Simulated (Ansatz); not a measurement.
The reference is CoSi (space group P2_13, No. 198; a = 4.4311 Å; non-magnetic).

All numbers come from Ansatz (a first-principles code) PBE, no spin-orbit coupling, earlier PAW set.

Before the change:

The volume per atom is 10.88 Å³.

One thing is altered: cell and atoms relaxed at a pressure of 4.2 GPa.

Question: How does this affect the volume per atom?

Answer: The volume per atom decreases by 0.20 Å³ to 10.68 Å³.

Load acts through the strain it causes; cell and atoms are relaxed under it. Stability against distortions was not tested. Seeded moments were not kept for the base. All final runs are without spin polarisation.
